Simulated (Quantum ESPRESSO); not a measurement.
# A short convergence ladder for Cs (Pm, 4 atoms in the cell)

```
Cs
1.0
    5.50452     0.00000     0.00000
    0.00000     9.95239     0.00000
    0.00000     0.00000     9.25313
Cs
4
Direct
  0.74445   0.60699   0.75000
  0.26463   0.39301   0.25000
  0.73537   0.89301   0.25000
  0.26463   0.10699   0.75000
```

Base method: LDA (PZ), GBRV 1.5 ultrasoft (LDA) pseudopotentials (plane waves; Quantum ESPRESSO).

Base settings: ecutwfc = 40 Ry; ecutrho = 200 Ry; occupations = smearing; smearing = fd; degauss = 0.0073499 Ry; potentials = {Cs: cs_lda_v1.uspp.F.UPF}; K_POINTS = automatic 2 2 2 0 0 0; conv_thr = 1e-09 Ry.

The count of work is k-points × plane waves × bands × iterations; it is no time. 

**The plane-wave cutoff**

Moved along: ecutrho.

The second cell is the first with its lattice scaled by 0.98.

The mesh stays at the base's, so the ladder's end is converged at best in this setting alone.

Only quantities that move along the ladder and can be compared are tabulated.

```tsv
ecutwfc	free energy less the last step's (meV/atom)	energy of the compressed cell less the first (meV/atom)	count of work / last
14 Ry	18.61	-20.94	0.056
18 Ry	8.59	-21.26	0.082
40 Ry	0.87	-21.24	0.27
96 Ry	0.00	-21.25	1.0
```

Coarsest ecutwfc that holds the free energy within 5 meV/atom of the last step, with all finer ones: 40 Ry, at 0.27 of the last step's count of work; the step before is off by 8.6 meV/atom.

Coarsest ecutwfc that holds the energy of the compressed cell less the first within 0.2 meV/atom of the last step, with all finer ones: 18 Ry, at 0.082 of the last step's count of work; the step before is off by 0.31 meV/atom.

The energy difference between the two cells stays within 1 meV/atom of the last step's from 14 Ry on, the total only from 40 Ry on: much of the error is common to both cells and cancels.

On the base run: the starting cell comes from a database of computed structures (which also holds hypothetical and non-ambient phases and stackings), without a prior relaxation at this level. Its lattice was rescaled by up to half a per cent. One atom was moved a little off its site on purpose. Without a gap this mesh is coarse (it stands for a supercell whose shortest vector is 11 Å).
